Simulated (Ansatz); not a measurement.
# ZnGeP2 under a change: pressure 5 GPa

The reference is ZnGeP2 in the chalcopyrite structure (space group I-42d, No. 122; a = 5.424 Å, c = 10.709 Å).

It is then changed as follows: a hydrostatic pressure of 5 GPa.

Method: DFT with PBEsol, PAW potentials and a 420 eV plane-wave cutoff in Ansatz (a first-principles code), no SOC. Settings: 9×9×9 k-points, 0.05 eV Fermi–Dirac smearing.

- Volume per atom: 18.67 Å³ (base 19.69 Å³)
- Density: 4.45 g/cm³ (base 4.22 g/cm³)
- Lattice parameter a: 10.070 bohr (base 10.250 bohr)
- c/a ratio: 1.975 (base 1.974)
- Band gap: 0.98 eV (base 1.07 eV)
- Gap character: indirect, Γ → M–S (33 % along) (base indirect, Γ → M–S (33 % along))
- Mean gap deformation potential ΔEg/Δln V: +1.6 eV
- Width of the top valence band: 1.63 eV (base 1.50 eV)
- Hole mass: 0.12 mₑ along c, 0.31 mₑ across (at Γ) (base 0.096 mₑ along c, 0.33 mₑ across (at Γ))
- Valence-band top at Γ (three highest levels, from the VBM): 0.00, -0.07, -0.07 eV (base 0.00, -0.07, -0.07 eV)

Final structure:

```
CELL_PARAMETERS angstrom
     -2.66443     2.66443     5.26093
      2.66443    -2.66443     5.26093
      2.66443     2.66443    -5.26093
ATOMIC_POSITIONS crystal
  Zn 0.75000 0.25000 0.50000
  Zn 0.00000 0.00000 0.00000
  Ge 0.25000 0.75000 0.50000
  Ge 0.50000 0.50000 0.00000
  P  0.12541 0.12500 0.50041
  P  0.62459 0.62500 0.49959
  P  0.37500 0.87459 0.99959
  P  0.87500 0.37541 0.00041
```

Load acts through the strain it causes; cell and atoms are relaxed under it. Effective masses come from finite differences of ±0.01 Å⁻¹. Whether these cells are dynamically stable was not tested. No other phases were tried under pressure.
